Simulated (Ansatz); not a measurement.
Start from Si in the diamond structure (space group Fd-3m, No. 227; a = 5.4338 Å).

Structures relaxed with Kohn–Sham DFT with the PBEsol functional, run in Ansatz (a first-principles code) with PAW and 420 eV plane waves, no spin-orbit coupling.

Base:

Simulated powder pattern, Cu Kα1, λ = 1.54056 Å (kinematic, ideal powder, no thermal factors, no anomalous dispersion; the 8 strongest lines at most, above 2 %, up to 2θ = 90°):

| 2θ (°) | I/Imax (%) | hkl |
|---|---|---|
| 28.43 | 100 | (111) |
| 47.28 | 67 | (220) |
| 56.09 | 40 | (311) |
| 69.09 | 11 | (400) |
| 76.33 | 16 | (331) |
| 87.97 | 23 | (422) |

Now apply this change: the cell is scaled by 1.0100 in all directions; the atoms relax in the strained cell.

**Question.** How do the reflections move or split?

**Answer.** 
Simulated powder pattern, Cu Kα1, λ = 1.54056 Å (kinematic, ideal powder, no thermal factors, no anomalous dispersion; the 8 strongest lines at most, above 2 %, up to 2θ = 90°):

```
2θ (°)  I/Imax (%)    hkl
------  ----------  -----
28.14          100  (111)
46.78           67  (220)
55.49           40  (311)
68.31           11  (400)
75.44           16  (331)
86.88           23  (422)
```

The indices refer to the base's conventional cell; one index is shown for lines that coincide.

No phonon test of stability was made.
